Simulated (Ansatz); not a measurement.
Input and output of a self-consistent single point for Ti (P-3m1, 2 atoms in the cell) (Ansatz, a program for electronic structure).

Method of the run: LDA (PW92), default PAW files made with PBE (plane waves; Ansatz).

```xyz
2
Lattice="1.4676 -2.5420 0.0000 1.4676 2.5420 0.0000 0.0000 0.0000 4.6566" Properties=species:S:1:pos:R:3 pbc="T T T"
Ti     1.4676     0.8473     1.2141
Ti     1.4676    -0.8473     3.4924
```

Reference input (self-consistent single point, DFT, LDA (PW92), plane waves, default PAW files made with PBE): basis.ecutwfc = 420 eV; kpoints.mp_grid.grid = 13 13 7; hamiltonian.xc = lda; hamiltonian.pseudopotentials = {kind: paw} (the program's default PAW files); scf.occupations.method = fermi_dirac; scf.occupations.width = 0.1 eV. This run's input differs from it in these lines:

Ansatz 0.2 input:
```diff
@@ -12,3 +12,3 @@
 kpoints:
-  mp_grid: { grid: [13, 13, 7] }
+  mp_grid: { grid: [21, 21, 12] }
 hamiltonian:
@@ -17,3 +17,3 @@
 scf:
-  occupations: { method: fermi_dirac, width: 0.1 }
+  occupations: { method: methfessel_paxton, width: 0.1 }
 output:
```

Output, abridged:

```
SCF iter   1: F=—  HF=-4900.531289 eV  |F-HF|=—  |Δ(HF+E_count)|=         —  Δρ=7.09e-3  dr2=7.95e-3  ethr=1.77e-3  ⟨swp⟩=3.8  Hψ=34103  notcnv=0
all-band conjugate gradients solve this SCF's bands
preconditioner: auto → none
SCF iter   2: F=—  HF=-4900.529162 eV  |F-HF|=—  |Δ(HF+E_count)|=   2.13e-3  S|Δr|=    0.00e0  Δρ=3.35e-3  dr2=1.71e-3  ethr=3.31e-5  ⟨swp⟩=1.0  Hψ=12585  notcnv=0
   [... lines left out ...]
SCF iter   5: F=—  HF=-4900.529018 eV  |F-HF|=—  |Δ(HF+E_count)|=   3.35e-5  S|Δr|=    0.00e0  Δρ=3.25e-5  dr2=7.19e-7  ethr=6.04e-7  ⟨swp⟩=2.0  Hψ=10466  notcnv=0
SCF iter   6: F=—  HF=-4900.529018 eV  |F-HF|=—  |Δ(HF+E_count)|=   1.82e-7  S|Δr|=    0.00e0  Δρ=7.09e-6  dr2=1.11e-8  ethr=4.17e-10  ⟨swp⟩=5.1  Hψ=33839  notcnv=0
SCF iter   7: F=-4900.529018 eV  HF=-4900.529018 eV  |F-HF|=1.77e-10  |Δ(HF+E_count)|=   1.47e-8  S|Δr|=    0.00e0  Δρ=1.05e-6  dr2=1.67e-10  ethr=4.64e-11  ⟨swp⟩=1.0  Hψ=25276  notcnv=0
SCF 1 converged in 7 iterations: F = -4900.529018 eV  dr2 = 1.67e-10
Stability not checked (fill_not_monotonic)
Free energy (F): -4900.529018 eV
Internal energy: -4900.530050 eV  (E = F + TS)
E sigma→0 (E₀):  -4900.529276 eV
Entropy (-TS):   0.001032 eV (0.516 meV/atom)
Fermi energy:    13.079974 eV
--- Forces (eV/Å), atoms counted from 1 ---
  atom   1  Ti    -0.00000000     0.00000000    -0.11231141
  atom   2  Ti     0.00000000     0.00000000     0.11231141
--- Stress (GPa, compression-positive) ---
       -8.225761       0.000000      -0.000000
       -0.000000      -8.225761       0.000000
       -0.000000       0.000000      -8.593012
  P = ⅓ Tr σ = -8.3482 GPa (-83.482 kbar)
  The stress holds the Pulay correction. Without it, at fixed plane waves, as pw.x and ABINIT print it: P = -8.3823 GPa
```

The run converged in 7 iterations. Against the reference run the free energy goes up by 18.6 meV/atom, the pressure goes from -8.16 to -8.35 GPa and the largest force goes from 0.121 to 0.112 eV/Å.

The starting cell has typed, rounded lattice constants, without a prior relaxation at this level. Its lattice was rescaled by up to half a per cent. One atom was moved a little off its site on purpose. Spin polarisation is off. With a pressure of about -8 GPa the cell is away from its equilibrium volume at this level. Ansatz's pressure includes its estimate of the finite-basis (Pulay) stress.
